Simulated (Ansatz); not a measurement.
An Ansatz (a first-principles code) run: As with a change (uniaxial strain ε_yy = +4.43 %); plane-wave PAW DFT at the r2SCAN+rVV10 level (Ansatz, 500 eV), spin-orbit coupling left out.

Input:

Ansatz 0.2 input:
```yaml
crystal:
  lattice:
    - [1.8805262477, 1.1338198348, 3.577842305]
    - [-1.8805262477, 1.1338198348, 3.577842305]
    - [0, -2.2676396696, 3.577842305]
  atoms:
    - { symbol: As, position: [0.2259984979, 0.2259984979, 0.2259984979] }
    - { symbol: As, position: [0.7740015021, 0.7740015021, 0.7740015021] }
basis: { ecutwfc: 500, ecutrho_ratio: 4, xc_grid: 4, fft_grid_basis: typed }
kpoints: { mp_grid: { grid: [15, 15, 15] } }
hamiltonian:
  xc: r2scan
  dispersion: rvv10
  pseudopotentials: { kind: paw }
scf: { occupations: { method: fermi_dirac, width: 0.05 }, convergence: { dr2_threshold: 0.0000000002 } }
relax: { f_tol: 0.005, max_steps: 50 }
output: { forces: true, stress: true }
checkpoint: { write: state.ck, write_every: 1000 }
```

Output (explanatory and most iteration lines left out):

```
Relaxation: its limit of steps is 50 (relax.max_steps)
Pseudopotential: As, paw, valence charge 15
Crystal: 2 atoms, lattice volume = 45.772 Å³
Basis set: ecut = 500 eV, 1161 PW (Γ), exchange–correlation on 128×128×128 points (64 copies of the dense FFT grid, shifted against one another)
Bands: 19, of which v1, the nominal top of the filled ones, is band 15 counted from 1 (14 counted from 0)
Symmetry: 4 space group operations
Space group: C2/m (ITA 12), of the structure as read, at distance tolerance 3.6e-5 Å
k-points: 904 of 3375
Functional: x = r2scan, c = r2scan + rvv10(b = 11.95, C = 0.0093); τ floored in thin density (d = 2e-4 eV/Å³)
SCF iter   1: F=—  HF=-9726.618963 eV  |F-HF|=—  |Δ(HF+E_count)|=         —  Δρ=3.52e-3  dr2=5.51e-3  dr2_τ=2.11e-3  ethr=1.77e-3  ⟨swp⟩=5.6  Hψ=81033  notcnv=0
SCF iter   2: F=—  HF=-9726.624777 eV  |F-HF|=—  |Δ(HF+E_count)|=   5.81e-3  Δρ=2.27e-3  dr2=2.55e-3  dr2_τ=1.44e-5  ethr=1.84e-5  ⟨swp⟩=2.0  Hψ=41584  notcnv=0
SCF 1 converged in 9 iterations: F = -9726.624642 eV  dr2 = 7.90e-11
relax step   1: F+E_penalty+E_count = -9726.62464213 eV  Δ(F+E_penalty+E_count) = +0.000e0 eV  max|allowed force component| = 2.079e-1 eV/Å  Δτ_max = 0.0000 Å  (9 SCF iters, accepted)
Crystal: 2 atoms, lattice volume = 45.772 Å³
SCF iter   1: F=—  HF=-9726.623123 eV  |F-HF|=—  |Δ(HF+E_count)|=         —  Δρ=1.86e-3  dr2=1.38e-3  dr2_τ=1.88e-3  ethr=4.74e-6  ⟨swp⟩=2.0  Hψ=70057  notcnv=0
SCF iter   2: F=—  HF=-9726.625368 eV  |F-HF|=—  |Δ(HF+E_count)|=   2.24e-3  Δρ=1.10e-3  dr2=5.57e-4  dr2_τ=2.78e-6  ethr=4.59e-6  ⟨swp⟩=2.0  Hψ=24534  notcnv=0
SCF 2 converged in 9 iterations: F = -9726.625295 eV  dr2 = 4.45e-11
relax step   2: F+E_penalty+E_count = -9726.62529494 eV  Δ(F+E_penalty+E_count) = -6.528e-4 eV  max|allowed force component| = 1.859e-1 eV/Å  Δτ_max = 0.0235 Å  (9 SCF iters, accepted)
Crystal: 2 atoms, lattice volume = 45.772 Å³
SCF iter   1: F=—  HF=-9726.626829 eV  |F-HF|=—  |Δ(HF+E_count)|=         —  Δρ=8.46e-4  dr2=2.85e-4  dr2_τ=3.89e-4  ethr=9.52e-6  ⟨swp⟩=3.1  Hψ=42695  notcnv=0
SCF iter   2: F=—  HF=-9726.627295 eV  |F-HF|=—  |Δ(HF+E_count)|=   4.65e-4  Δρ=5.03e-4  dr2=1.17e-4  dr2_τ=6.45e-7  ethr=9.51e-7  ⟨swp⟩=2.0  Hψ=28932  notcnv=0
SCF 3 converged in 9 iterations: F = -9726.627281 eV  dr2 = 1.01e-11
relax step   3: F+E_penalty+E_count = -9726.62728111 eV  Δ(F+E_penalty+E_count) = -1.986e-3 eV  max|allowed force component| = 5.338e-3 eV/Å  Δτ_max = 0.0107 Å  (9 SCF iters, accepted)
Crystal: 2 atoms, lattice volume = 45.772 Å³
SCF iter   1: F=—  HF=-9726.627283 eV  |F-HF|=—  |Δ(HF+E_count)|=         —  Δρ=1.68e-5  dr2=7.46e-8  dr2_τ=2.17e-7  ethr=4.96e-9  ⟨swp⟩=2.0  Hψ=36243  notcnv=0
SCF iter   2: F=—  HF=-9726.627283 eV  |F-HF|=—  |Δ(HF+E_count)|=   3.01e-7  Δρ=1.08e-5  dr2=3.42e-8  dr2_τ=3.01e-10  ethr=2.49e-10  ⟨swp⟩=2.0  Hψ=28938  notcnv=0
SCF 4 converged in 5 iterations: F = -9726.627283 eV  dr2 = 1.14e-10
relax step   4: F+E_penalty+E_count = -9726.62728338 eV  Δ(F+E_penalty+E_count) = -2.266e-6 eV  max|allowed force component| = 3.622e-3 eV/Å  Δτ_max = 0.0002 Å  (5 SCF iters, accepted)
Crystal: 2 atoms, lattice volume = 45.772 Å³
SCF iter   1: F=—  HF=-9726.627283 eV  |F-HF|=—  |Δ(HF+E_count)|=         —  Δρ=3.99e-7  dr2=1.14e-10  dr2_τ=1.08e-12  ethr=1.00e-12  ⟨swp⟩=1.0  Hψ=77968  notcnv=0
SCF iter   2: F=-9726.627283 eV  HF=-9726.627283 eV  |F-HF|=1.82e-11  |Δ(HF+E_count)|=  1.27e-11  Δρ=2.94e-7  dr2=6.48e-11  dr2_τ=4.44e-13  ethr=1.00e-12  ⟨swp⟩=3.9  Hψ=49240  notcnv=0
SCF 5 converged in 2 iterations: F = -9726.627283 eV  dr2 = 6.48e-11
SCF converged after 2 iterations
Free energy (F): -9726.627283 eV
Internal energy: -9726.625672 eV  (E = F + TS)
E sigma→0 (E₀):  -9726.626478 eV
Entropy (-TS):   -0.001611 eV (-0.806 meV/atom)
Fermi energy:    9.721207 eV
--- Forces (eV/Å), atoms counted from 1 ---
  atom   1  As     0.00000000    -0.00362167     0.00036540
  atom   2  As     0.00000000     0.00362167    -0.00036540
--- Stress (GPa, compression-positive) ---
       -1.856934       0.000000       0.000000
        0.000000      -5.463269      -0.876221
        0.000000      -0.876222      -1.053694
  P = ⅓ Tr σ = -2.7913 GPa (-27.913 kbar)
--- Relaxed structure (4 steps of the walk, 4 accepted, 0 SCFs on fresh bases) ---
  atoms:
    - { symbol: As, position: [0.22449044708888144, 0.22449044708888144, 0.22551556245047163] }
    - { symbol: As, position: [0.7755095529111186, 0.7755095529111186, 0.7744844375495283] }
```

Without a gap, meshes like the base's 15×15×15 leave anisotropic stresses uncertain by several tenths of a GPa, and small strain energies with them. Stability against distortions was not tested. The cell was made from As in the A7 type structure (space group R-3m, No. 166; layered) by this change: uniaxial strain ε_yy = +4.43 %.
